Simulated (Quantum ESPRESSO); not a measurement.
Input and output of a self-consistent single point for VB4Os (P1, 6 atoms in the cell) (Quantum ESPRESSO).

Level of theory: LDA (PZ), GBRV 1.5 ultrasoft (LDA) pseudopotentials (plane waves; Quantum ESPRESSO).

The change in words: lattice scaled by 0.98. Reference geometry:
```yaml
crystal:
  lattice:
    - [2.87749, 0.00000, 0.00000]
    - [-1.43874, 2.49198, 0.00000]
    - [0.00000, 0.00000, 7.45371]
  atoms:
    - { symbol: V, position: [0.01505, 0.01835, 0.00310] }
    - { symbol: B, position: [0.01812, 0.03317, 0.70949] }
    - { symbol: B, position: [0.02134, 0.01063, 0.28353] }
    - { symbol: B, position: [0.28377, 0.60610, 0.79074] }
    - { symbol: B, position: [0.30992, 0.65202, 0.20255] }
    - { symbol: Os, position: [0.35179, 0.67973, 0.51057] }
```

Reference input (self-consistent single point, DFT, LDA (PZ), plane waves, GBRV 1.5 ultrasoft (LDA) pseudopotentials): ecutwfc = 50 Ry; ecutrho = 400 Ry; occupations = smearing; smearing = fermi-dirac; degauss = 0.0036749 Ry; potentials = {V: v_lda_v1.4.uspp.F.UPF, B: b_lda_v1.4.uspp.F.UPF, Os: os_lda_v1.2.uspp.F.UPF}; K_POINTS = automatic 8 8 3 0 0 0; conv_thr = 1e-10 Ry; mixing_beta = 0.3. This run's input differs from it in these lines:

```diff
@@ -27,8 +27,8 @@
 ATOMIC_POSITIONS angstrom
-V     0.01689662    0.04572781    0.02310650
-B     0.00442414    0.08265645    5.28836998
-B     0.04612329    0.02648475    2.11337276
-B    -0.05547801    1.51039844    5.89396901
-B    -0.04629738    1.62482762    1.50977878
-Os    0.03432702    1.69386541    3.80567053
+V     0.01655869    0.04481325    0.02264437
+B     0.00433566    0.08100331    5.18260272
+B     0.04520082    0.02595505    2.07110536
+B    -0.05436844    1.48019022    5.77608978
+B    -0.04537142    1.59233080    1.47958324
+Os    0.03364047    1.65998782    3.72955722
 K_POINTS automatic
@@ -36,5 +36,5 @@
 CELL_PARAMETERS angstrom
-   2.87749000     0.00000000     0.00000000
-  -1.43874500     2.49197900     0.00000000
-   0.00000000     0.00000000     7.45371000
+   2.81994000     0.00000000     0.00000000
+  -1.40997000     2.44213900     0.00000000
+   0.00000000     0.00000000     7.30463600
```

Output, abridged:

```
     Self-consistent Calculation

     iteration #  1     ecut=    50.00 Ry     beta= 0.30

     negative rho (up, down):  1.631E-01 0.000E+00

     total energy              =    -367.79763438 Ry
     estimated scf accuracy    <       4.81009978 Ry

     iteration #  2     ecut=    50.00 Ry     beta= 0.30

     negative rho (up, down):  1.664E-01 0.000E+00

     total energy              =    -366.11798072 Ry
     estimated scf accuracy    <      55.01203081 Ry

     iteration #  3     ecut=    50.00 Ry     beta= 0.30

     negative rho (up, down):  1.664E-01 0.000E+00

     total energy              =    -369.46297741 Ry
     estimated scf accuracy    <       0.28391406 Ry

   [... 15 blocks of this kind left out ...]

     iteration # 19     ecut=    50.00 Ry     beta= 0.30

     negative rho (up, down):  1.672E-01 0.000E+00

     total energy              =    -369.48187109 Ry
     estimated scf accuracy    <          2.3E-10 Ry

     iteration # 20     ecut=    50.00 Ry     beta= 0.30

     negative rho (up, down):  1.672E-01 0.000E+00
     End of self-consistent calculation

     the Fermi energy is    17.1983 ev

!    total energy              =    -369.48187109 Ry
     estimated scf accuracy    <          3.6E-12 Ry
     smearing contrib. (-TS)   =      -0.00148838 Ry
     internal energy E=F+TS    =    -369.48038271 Ry

     convergence has been achieved in  20 iterations

     negative rho (up, down):  1.672E-01 0.000E+00

     Forces acting on atoms (cartesian axes, Ry/au):

     atom    1 type  1   force =    -0.00721398   -0.03288342   -0.02178670
     atom    2 type  2   force =     0.00633419   -0.15738560   -0.03693092
     atom    3 type  2   force =    -0.02718212   -0.01856933    0.05602782
     atom    4 type  2   force =     0.00978738    0.17752095    0.11127237
     atom    5 type  2   force =     0.03698525    0.03921878    0.00025797
   [... lines left out ...]
     Total force =     0.301929     Total SCF correction =     0.000005
   [... lines left out ...]

     negative rho (up, down):  1.672E-01 0.000E+00
          total   stress  (Ry/bohr**3)                   (kbar)     P=      129.31
  -0.00003004  -0.00023973  -0.00002024           -4.42      -35.27       -2.98
  -0.00023973   0.00147787   0.00030881          -35.27      217.40       45.43
  -0.00002024   0.00030881   0.00118918           -2.98       45.43      174.93

   JOB DONE.
```

The run converged in 20 iterations. Against the reference run the free energy rises by 9.5 meV/atom, the pressure goes from -6.55 to 12.93 GPa and the largest force goes from 4.526 to 5.393 eV/Å.

The starting cell comes from a database of computed structures (which also holds hypothetical and non-ambient phases and stackings), without a prior relaxation at this level. Its atoms were displaced at random from the sites of space group no. 187. For this run, on top of that: lattice scaled by 0.98. Spin polarisation is off. With a pressure of about 13 GPa the cell is away from its equilibrium volume at this level. Forces in this geometry exceed 1 eV/Å.

Cost on one core of a shared machine: roughly 4 min.
